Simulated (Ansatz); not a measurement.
Ansatz (an electronic-structure program) is run on Cr2O3 (R-3c, 10 atoms in the cell), and the run fails. The aim is a self-consistent single point with DFT, PBE, plane waves, PAW files.

Cell that was meant: a = 5.4316 Å, b = 5.4316 Å, c = 5.4316 Å, α = 55.75°, β = 55.75°, γ = 55.75°.

Part of the input:

```yaml
  occupations:
    method: gaussian
    width: 0.136
  max_iter: 40
  convergence:
    dr2_threshold: 1.0e-22 eV
output:
  forces: true
  eigenvalues: true
```

Log, with long lists cut:

```
SCF iter   1: F=—  HF=-16919.308065 eV  |F-HF|=—  |Δ(HF+E_count)|=         —  Δρ=5.74e-2 (↑5.74e-2 ↓4.19e-2)  dr2=1.07e0  dr2_m=1.74e0  M=12.000 μB ∫|m|=12.393 μB  β_m=0.30  ethr=1.16e-3  ⟨swp⟩=1.0  Hψ=7025  notcnv=0
Mixer restart at iter 1: flushing history
all-band conjugate gradients solve this SCF's bands
preconditioner: auto → Resta (q_TF=auto, 2.681 Å⁻¹)
   [... lines left out ...]
SCF iter  39: F=—  HF=-16920.053646 eV  |F-HF|=—  |Δ(HF+E_count)|=    0.00e0  Δρ=2.85e-11 (↑2.85e-11 ↓2.02e-11)  dr2=1.35e-18  dr2_m=4.83e-20  M=12.000 μB ∫|m|=12.285 μB  ethr=1.00e-12  ⟨swp⟩=1.0  Hψ=3380  notcnv=0
SCF iter  40: F=—  HF=-16920.053646 eV  |F-HF|=—  |Δ(HF+E_count)|=    0.00e0  Δρ=2.71e-11 (↑2.71e-11 ↓2.15e-11)  dr2=1.37e-18  dr2_m=3.68e-20  M=12.000 μB ∫|m|=12.285 μB  ethr=1.00e-12  ⟨swp⟩=1.0  Hψ=3380  notcnv=0
Error: did not converge after 40 iterations: dr2 = 1.37e-18 (threshold 1.00e-22), under the density mixer `msr1`, which `scf.mixing.algorithm: auto` chose by the deck's other keys (type `scf.mixing.algorithm: msr1` to keep it); raise `scf.max_iter`, which need not help a stalled SCF, or adjust the mixing (`scf.mixing`) or, under a smearing, its width (`scf.occupations.width`, in either direction: another width is another result); this SCF holds its density and magnetisation to the symmetry operations that it keeps, and cannot end on a state that breaks one of them: if the state sought breaks one, re-run with `crystal.symmetry.detect: false`, without [...]
```

Problem. What caused this, and what should be changed?

Solution. The fault is a threshold far tighter than needed, beside a limit on iterations. Each further decade of the residual costs iterations, and near the noise of double precision and of the grids the loop may never get there. To fix it, use a threshold that the task needs. The run ended unconverged after 40 iterations.

The sound input it was made from differs as follows (other fixes are possible):
```diff
-  max_iter: 40
-  convergence:
-    dr2_threshold: 1.0e-22 eV
```

With that input, the run converged in 11 iterations: free energy E − TS (on the zero of these files) -16920.0536 eV; pressure -5.70 GPa; largest force (vector length) 0.074 eV/Å; size of the cell's spin moment 12.00 μB (DFT, PBE, plane waves, PAW files).

On the sound input: the starting cell comes from a database of computed structures (which also holds hypothetical and non-ambient phases and stackings), without a prior relaxation at this level. Its lattice was rescaled by a random factor within 2.5 % of one. The magnetic order is the one reached from the typed start; others were not searched systematically. The program warned that, by what it read of turns of the moments, another magnetic order lies lower. With a pressure of about -6 GPa the cell is away from its equilibrium volume at this level. Ansatz's pressure includes its estimate of the finite-basis (Pulay) stress.

Keys are those of Ansatz 0.2.
